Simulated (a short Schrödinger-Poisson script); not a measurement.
Structure: MOS inversion layer, Si3N4 on p-type Si(111), at 300 K.

From the gate side: 1.6 nm Si3N4; 440 nm Si, acceptors 9.5e17 cm⁻³.

Constants are typed, rounded textbook-type inputs, not results; the design itself was drawn at random and stands for no fabricated device. Si3N4: permittivity 7.5, conduction-band edge (eV) 1.95, gap (eV) 5.1, electron mass (mₑ) 0.5. Si: permittivity 11.7, conduction-band edge (eV) 0, gap (eV) 1.124, Nv at 300 K (cm⁻³) 3.1e19.

Channel valleys (confinement mass, in-plane density-of-states mass, number): Δ6 0.258, 0.358, 6. At the gate the conduction-band edge of layer 1 lies 2.22 eV − eVg above the Fermi level of the channel; the field vanishes at the back. Gaps are held at their typed values at every temperature. Mesh 0.03 nm at interfaces.

Solved with a short Schrödinger-Poisson script written for these runs: 1D Poisson equation in equilibrium, electrons quantum, Hartree (BenDaniel-Duke, 12 states a valley, the channel's in-plane mass for all, wave functions ending at the dielectric), parabolic valleys, classical holes, full ionisation, no traps, pinning or gate leakage.

| Vg (V) | electrons (cm⁻²) | C (μF/cm²) | Δ6 E0 (meV from the Fermi level) |
|---|---|---|---|
| 0.35 | 4.28e9 | 0.289 | 222.5 |
| 0.4 | 2.25e10 | 0.367 | 179.6 |
| 0.45 | 1.04e11 | 0.671 | 140.0 |
| 0.5 | 3.42e11 | 1.21 | 109.0 |
| 0.55 | 7.64e11 | 1.67 | 88.0 |
| 0.6 | 1.31e12 | 1.95 | 73.7 |
| 0.65 | 1.94e12 | 2.13 | 63.2 |
| 0.7 | 2.62e12 | 2.25 | 55.1 |
| 0.75 | 3.33e12 | 2.34 | 48.4 |
| 0.8 | 4.07e12 | 2.41 | 42.8 |
| 0.85 | 4.83e12 | 2.47 | 37.9 |
| 0.9 | 5.61e12 | 2.51 | 33.6 |
| 0.95 | 6.40e12 | 2.55 | 29.7 |
| 1 | 7.20e12 | 2.59 | 26.2 |
| 1.05 | 8.02e12 | 2.62 | 23.0 |
| 1.1 | 8.84e12 | 2.65 | 19.9 |

Gate voltages with under 1e9 electrons/cm² are left out.

At Vg = 1.1 V the lowest Δ6 subband lies at 19.9 meV from the Fermi level. How many electrons does it hold, and what share of all?

The two-dimensional density of states is g m/(πħ²) = 8.97e11 cm⁻² meV⁻¹ (both spins), kT = 25.9 meV, so n = D kT ln(1 + exp(−E/kT)) = 8.82e12 cm⁻², 1.00 of the 8.84e12 cm⁻² in all.

Compare the slope of the sheet density between 1 and 1.1 V with the geometric capacitance of the layers between gate and channel.

q Δn/ΔV = 2.63 μF/cm²; ε0/Σ(t/ε) = 4.15 μF/cm². The ratio is 0.63: the channel acts as a further capacitance in series.
